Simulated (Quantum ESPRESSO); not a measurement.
Quantum ESPRESSO run on Nb₃Sn (Pm-3n, 8 atoms in the cell): self-consistent single point.

Method of the run: PBE, PSlibrary PAW (PBE) pseudopotentials (plane waves; Quantum ESPRESSO).

The change in words: lattice scaled by 0.98. Reference geometry:
```
Nb3Sn
1.0
    5.40017     0.00000     0.00000
    0.00000     5.40017     0.00000
    0.00000     0.00000     5.40017
Nb Sn
6 2
Direct
  0.25000   0.00000   0.50000
  0.75000   0.00000   0.50000
  0.50000   0.75000   0.00000
  0.50000   0.25000   0.00000
  0.00000   0.50000   0.75000
  0.00000   0.50000   0.25000
  0.00000   0.00000   0.00000
  0.50000   0.50000   0.50000
```

Reference input (self-consistent single point, DFT, PBE, plane waves, PSlibrary PAW (PBE) pseudopotentials): ecutwfc = 55 Ry; ecutrho = 330 Ry; occupations = smearing; smearing = gauss; degauss = 0.0073499 Ry; potentials = {Nb: Nb.pbe-spn-kjpaw_psl.1.0.0.UPF, Sn: Sn.pbe-dn-kjpaw_psl.1.0.0.UPF}; K_POINTS = automatic 5 5 5 0 0 0; conv_thr = 1e-10 Ry; mixing_beta = 0.5. This run's input differs from it in these lines:

```diff
@@ -10,3 +10,3 @@
    ibrav = 1,
-   celldm(1) = 10.204840437,
+   celldm(1) = 10.000744346,
    nat = 8,
```

Output (repeated stretches shortened):

```
     Self-consistent Calculation

     iteration #  1     ecut=    55.00 Ry     beta= 0.50

     Threshold (ethr) on eigenvalues was too large:
     Diagonalizing with lowered threshold

     total energy              =   -2889.75983255 Ry
     estimated scf accuracy    <       0.23520285 Ry

     iteration #  2     ecut=    55.00 Ry     beta= 0.50

     total energy              =   -2889.79322787 Ry
     estimated scf accuracy    <       0.01962284 Ry

     iteration #  3     ecut=    55.00 Ry     beta= 0.50

     total energy              =   -2889.79617070 Ry
     estimated scf accuracy    <       0.00193740 Ry

   [... 5 blocks of this kind left out ...]

     iteration #  9     ecut=    55.00 Ry     beta= 0.50

     total energy              =   -2889.79637347 Ry
     estimated scf accuracy    <          3.1E-10 Ry

     iteration # 10     ecut=    55.00 Ry     beta= 0.50
     End of self-consistent calculation

     the Fermi energy is    17.3254 ev

!    total energy              =   -2889.79637347 Ry
     estimated scf accuracy    <          3.0E-11 Ry
     smearing contrib. (-TS)   =      -0.00597567 Ry
     internal energy E=F+TS    =   -2889.79039780 Ry

     convergence has been achieved in  10 iterations

     Forces acting on atoms (cartesian axes, Ry/au):

     atom    1 type  1   force =    -0.00000000    0.00000000    0.00000000
   [... zero for the other atoms too ...]

     Total force =     0.000000     Total SCF correction =     0.000000

          total   stress  (Ry/bohr**3)                   (kbar)     P=       13.97
   0.00009494   0.00000000   0.00000000           13.97        0.00        0.00
   0.00000000   0.00009494   0.00000000            0.00       13.97        0.00
   0.00000000   0.00000000   0.00009494            0.00        0.00       13.97

   JOB DONE.
```

The run converged in 10 iterations. Against the reference run the free energy goes down by 14.1 meV/atom and the pressure goes from -7.82 to 1.40 GPa. The full log also holds: “c_bands:  2 eigenvalues not converged”.

The starting cell comes from a database of computed structures (which also holds hypothetical and non-ambient phases and stackings), without a prior relaxation at this level. Its lattice was rescaled by a random factor within 2.5 % of one. For this run, on top of that: lattice scaled by 0.98. Spin polarisation is off.

Cost on one core of a shared machine: roughly 3 min.
